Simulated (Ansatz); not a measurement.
Base system: Y in the hcp (Mg type) structure (space group P6_3/mmc, No. 194; a = 3.594 Å, c = 5.610 Å; relaxed with 0.1 eV smearing). Axes: x lies along a and z along c of the hexagonal cell.

Level of theory: Ansatz (a first-principles code), PBEsol, PAW, cutoff 420 eV, scalar-relativistic without spin-orbit coupling.

Strains are applied to the cell and any free atomic positions relax.

One change was made to it. Results:

The energy increases by 2.9 meV/atom; the shortest interatomic distance drops by 0.047 Å (3.489 Å → 3.442 Å); the pressure (mean of the normal stresses, compression positive) remains 0.0 GPa.

Q: Name the change that was made.
A. tensor shear ε_xz = +0.29 %
B. tensor shear ε_xz = +1.71 %
C. tensor shear ε_xz = +1.14 %

A: B, tensor shear ε_xz = +1.71 %. For comparison, the energy relative to the base in the other runs: tensor shear ε_xz = +1.14 % gives +1.3 meV/atom; tensor shear ε_xz = +0.29 % gives +0.1 meV/atom.

No phonon test of stability was made. The final runs are not spin-polarised.
